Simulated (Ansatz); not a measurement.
InP (F-43m), PBEsol with spin-orbit coupling, rigid bands in Ansatz (an electronic-structure program): Condition of this run: hydrostatic pressure 10 GPa (the target of the relaxation). band gap 1.15 eV, N_c = 7.53e17 cm⁻³ and N_v = 2.02e19 cm⁻³ at 300 K, conductivity masses of 0.0991 mₑ (electrons) and 0.486 mₑ (holes). Take k_BT = 0.02585 eV.

Find the intrinsic carrier density and the intrinsic Fermi level.

n_i = √(N_c N_v) exp(−E_g/2k_BT) = 3.90e18 × exp(−22.24) = 8.5e8 cm⁻³. The level lies (k_BT/2) ln(N_v/N_c) = 43 meV from mid-gap (positive towards the conduction band). Each 0.1 eV added to the gap lowers n_i by a factor of 6.9.

What thermal injection velocity √(2k_BT/πm) limits a ballistic channel?

1.71e7 cm/s for electrons and 7.72e6 cm/s for holes, a ratio of √(m_h/m_e) = 2.21, for dilute carriers.

Rigid, parabolic bands with the computed gap; masses take one relaxation time for all states.
